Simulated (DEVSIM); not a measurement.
Device: Schottky contact on n-type Si, at 250 K.

| layer (left to right) | material | thickness (μm) | Nd (cm⁻³) | τn (s) | τp (s) |
|---|---|---|---|---|---|
| 1 | Si | 19.0 | 1.8e15 | 0.00098 | 0.00098 |

Left contact: Schottky, work function 4.48 eV, emission velocity 2.5e6 cm/s. Right contact: ohmic. Voltage is applied to the left contact. Recombination: SRH at mid-gap, Auger. Mobility is constant in doping.

The device is made up for the run: typed textbook-type constants, with dimensions and the other settings drawn at random. Values at 300 K; Nc and Nv go as T^1.5, mobilities as T to minus their exponent, the gap by Varshni's rule with the affinity fixed.

| parameter | Si |
|---|---|
| gap (eV) | 1.124 |
| affinity (eV) | 4.05 |
| permittivity | 11.7 |
| Nc (cm⁻³) | 2.86e19 |
| Nv (cm⁻³) | 3.1e19 |
| μn (cm²/Vs) | 1417 |
| μp (cm²/Vs) | 470 |
| T exponent of μn | 2.3 |
| T exponent of μp | 2.2 |
| Cn (cm⁶/s) | 2.8e-31 |
| Cp (cm⁶/s) | 9.9e-32 |
| Varshni α (eV/K) | 0.000473 |
| Varshni β (K) | 636 |

Model (solved in DEVSIM): 1D drift-diffusion, Boltzmann statistics, complete ionisation; no tunnelling, impact ionisation, image-force lowering or self-heating. Metal contacts follow the ideal Schottky-Mott rule: no Fermi-level pinning, no interface dipoles.

**Question.** Tabulate band edges, carrier densities and field at 1.15 V on the left contact.

**Answer.** Energies count from the Fermi level of the right contact; mesh points crowd at the junctions.

| x (μm) | Ec (eV) | Ev (eV) | n (cm⁻³) | p (cm⁻³) | field (V/cm) |
|---|---|---|---|---|---|
| 0.000 | -0.720 | -1.856 | 7.6e14 | 130000 | -1100 |
| 0.01679 | -0.722 | -1.858 | 9.0e14 | 120000 | -840 |
| 0.04530 | -0.724 | -1.860 | 1.1e15 | 100000 | -490 |
| 0.08900 | -0.725 | -1.861 | 1.4e15 | 88000 | -110 |
| 0.2018 | -0.723 | -1.859 | 1.7e15 | 76000 | 340 |
| 0.3595 | -0.716 | -1.852 | 1.8e15 | 73000 | 470 |
| 0.6271 | -0.703 | -1.839 | 1.8e15 | 73000 | 490 |
| 1.277 | -0.671 | -1.807 | 1.8e15 | 73000 | 490 |
| 2.185 | -0.626 | -1.762 | 1.8e15 | 73000 | 490 |
| 3.726 | -0.550 | -1.687 | 1.8e15 | 73000 | 490 |
| 6.089 | -0.434 | -1.570 | 1.8e15 | 73000 | 490 |
| 11.56 | -0.164 | -1.300 | 1.8e15 | 73000 | 490 |
| 14.63 | -0.013 | -1.149 | 1.8e15 | 73000 | 490 |
| 16.44 | 0.076 | -1.060 | 1.8e15 | 72000 | 490 |
| 17.73 | 0.140 | -0.996 | 1.8e15 | 69000 | 490 |
| 18.26 | 0.166 | -0.970 | 1.8e15 | 59000 | 490 |
| 18.57 | 0.182 | -0.955 | 1.8e15 | 45000 | 490 |
| 18.75 | 0.190 | -0.946 | 1.8e15 | 32000 | 490 |
| 18.89 | 0.197 | -0.939 | 1.8e15 | 17000 | 490 |
| 18.94 | 0.200 | -0.936 | 1.8e15 | 8900 | 490 |
| 18.98 | 0.201 | -0.935 | 1.8e15 | 3900 | 490 |
| 19.00 | 0.203 | -0.934 | 1.8e15 | < 1e2 | 490 |
